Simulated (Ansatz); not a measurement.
Consider Re in the hcp (Mg type) structure (space group P6_3/mmc, No. 194; a = 2.752 Å, c = 4.440 Å; relaxed with 0.1 eV smearing). Axes: x lies along a and z along c of the hexagonal cell.

All numbers come from PBEsol (Ansatz, a first-principles code; PAW; 420 eV plane waves; spin-orbit coupling left out).

Strains are applied to the cell and any free atomic positions relax; under biaxial strain the out-of-plane vector relaxes too.

One change was made to it. Results:

The pressure (mean of the normal stresses, compression positive) goes from zero to -8.9 GPa; the volume per atom goes up by 0.38 Å³, from 14.56 Å³ to 14.94 Å³.

Problem. Which change produced these results?
A. biaxial strain +1.00 %, plane normal [001], relaxed out of plane
B. biaxial strain +2.00 %, plane normal [001], relaxed out of plane
C. biaxial strain −3.00 %, plane normal [001], relaxed out of plane

Solution. B, biaxial strain +2.00 %, plane normal [001], relaxed out of plane. For comparison, the pressure in the other runs: biaxial strain +1.00 %, plane normal [001], relaxed out of plane gives -4.8 GPa; biaxial strain −3.00 %, plane normal [001], relaxed out of plane gives 18.7 GPa.

Whether these cells are dynamically stable was not tested. The final runs are not spin-polarised.
